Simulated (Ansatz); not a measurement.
System: cubic perovskite CsPbCl3 (cubic high-temperature phase). Method: PBEsol-D3(BJ) in Ansatz (plane waves, PAW).

Numerical settings: plane-wave cutoff 520 eV, 6×6×6 k mesh, Fermi–Dirac smearing 0.01 eV, scalar-relativistic PAW data made under PBE.

Response to compression and expansion:

| V (Å³/atom) | P (GPa) | direct gap at Γ (eV) | smallest gap on the k mesh (eV) |
|---|---|---|---|
| 32.247 | 1.94 | 5.935 | 1.350 |
| 32.933 | 1.22 | 5.887 | 1.467 |
| 33.619 | 0.57 | 5.840 | 1.576 |
| 34.305 | 0.00 | 5.795 | 1.677 |
| 34.991 | -0.52 | 5.752 | 1.771 |
| 35.677 | -0.97 | 5.710 | 1.858 |
| 36.364 | -1.38 | 5.670 | 1.938 |

The fundamental gap (1.68 eV at the equilibrium volume, with added k points) lies elsewhere than Γ–Γ.

Note: the relaxation could not lower the start's symmetry, so the cell can be a saddle point above a distorted one.

Spin–orbit coupling is not included; with these elements it can move the gap by several tenths of an eV or more.

Ansatz is a quantum-chemistry and plane-wave program.
